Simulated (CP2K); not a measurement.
CP2K run on LaAl2Cu3 (Cmmm, 6 atoms in the cell): self-consistent single point.

Level of theory: LDA (Pade form), GPW, TZVP-MOLOPT-SR-GTH basis, GTH-PADE potentials (GTH_POTENTIALS) run with CP2K.

```xyz
6
Lattice="5.2539 0.0000 0.0000 -2.5035 4.6191 0.0000 0.0000 0.0000 4.1709" Properties=species:S:1:pos:R:3 pbc="T T T"
La     0.0000     0.0000     0.0000
Al     2.6270     0.0000     2.0854
Al    -1.2517     2.3096     2.0854
Cu     2.6249     1.5655     0.0000
Cu     0.1256     3.0537     0.0000
Cu     1.3752     2.3096     2.0854
```

Reference input (self-consistent single point, DFT PBEsol, GPW, TZVP-MOLOPT-SR-GTH basis, GTH-PBE potentials (GTH_POTENTIALS)): CUTOFF = 600 Ry; REL_CUTOFF = 40 Ry; SMEAR/METHOD = FERMI_DIRAC; ELECTRONIC_TEMPERATURE = 1160.45 K; KPOINTS/SCHEME = MONKHORST-PACK 5 5 6; GAMMA_CENTERED = T; XC_FUNCTIONAL = PBE:PBESOL; La/BASIS_SET = TZVP-MOLOPT-SR-GTH-q11; La/POTENTIAL = GTH-PBE-q11; Al/BASIS_SET = TZVP-MOLOPT-SR-GTH-q3; Al/POTENTIAL = GTH-PBE-q3; Cu/BASIS_SET = TZVP-MOLOPT-SR-GTH-q11. This run's input differs from it in these lines:

```diff
@@ -43,6 +43,3 @@
     &XC
-      &XC_FUNCTIONAL
-        &PBE
-          PARAMETRIZATION PBESOL
-        &END PBE
+      &XC_FUNCTIONAL PADE
       &END XC_FUNCTIONAL
@@ -81,3 +78,3 @@
       BASIS_SET TZVP-MOLOPT-SR-GTH-q11
-      POTENTIAL GTH-PBE-q11
+      POTENTIAL GTH-PADE-q11
     &END KIND
@@ -85,3 +82,3 @@
       BASIS_SET TZVP-MOLOPT-SR-GTH-q3
-      POTENTIAL GTH-PBE-q3
+      POTENTIAL GTH-PADE-q3
     &END KIND
@@ -89,3 +86,3 @@
       BASIS_SET TZVP-MOLOPT-SR-GTH-q11
-      POTENTIAL GTH-PBE-q11
+      POTENTIAL GTH-PADE-q11
     &END KIND
```

Log, with long lists cut:

```
 SCF WAVEFUNCTION OPTIMIZATION

  Step     Update method      Time    Convergence         Total energy    Change
     1 NoMix/Diag. 0.30E+00      -     1.03437384      -180.7633938563 -1.81E+02
     2 Broy./Diag. 0.30E+00      -     0.43425944      -187.7430093557 -6.98E+00
     3 Broy./Diag. 0.30E+00      -     0.13697608      -176.1066974389  1.16E+01
     4 Broy./Diag. 0.30E+00      -     0.09489223      -178.9954163259 -2.89E+00
     5 Broy./Diag. 0.30E+00      -     0.01185156      -181.0486570083 -2.05E+00
     6 Broy./Diag. 0.30E+00      -     0.00685464      -180.6308557994  4.18E-01
   [... 5 lines left out ...]
    12 Broy./Diag. 0.30E+00      -     0.00003615      -180.2983533962 -7.57E-04
    13 Broy./Diag. 0.30E+00      -     0.00000437      -180.2986161176 -2.63E-04
    14 Broy./Diag. 0.30E+00      -     0.00000343      -180.2986110466  5.07E-06
    15 Broy./Diag. 0.30E+00      -     0.00000078      -180.2986039235  7.12E-06
  *** SCF run converged in    15 steps ***

  Overlap energy of the core charge distribution:               0.00000001474527
  Self energy of the core charge distribution:               -268.29298945936927
  Core Hamiltonian energy:                                     79.52787150602886
  Hartree energy:                                              37.12116069177286
  Exchange-correlation energy:                                -28.65158622572291
  Electronic entropic energy:                                  -0.00306045334006
  Fermi energy:                                                 0.27296307709296

  Total energy:                                              -180.29860392352865
  Total energy (extrapolated to T->0):                       -180.29707369685860

                     Mulliken Population Analysis

   [... lines left out ...]

 STRESS| Analytical stress tensor [bar]
 STRESS|                        x                   y                   z
 STRESS|      x       -5.17843601252E+04   4.65326432431E+03   2.90722390813E-10
 STRESS|      y        4.65326432431E+03  -4.67449221529E+04   1.63828783415E-09
 STRESS|      z        2.90722390813E-10   1.63828783415E-09  -4.47897093616E+04
 STRESS| 1/3 Trace                                            -4.77729972133E+04
```

The run converged in 15 iterations. Against the reference run the pressure goes from -0.61 to -4.78 GPa and the largest force goes from 0.035 to 0.010 eV/Å.

The starting cell comes from a database of computed structures (which also holds hypothetical and non-ambient phases and stackings), without a prior relaxation at this level. Its lattice was rescaled by a random factor within 2.5 % of one. Spin polarisation is off. Values carry the incompleteness of an atom-centred basis. With a pressure of about -5 GPa the cell is away from its equilibrium volume at this level.

Cost on one core of a shared machine: roughly 4 min.
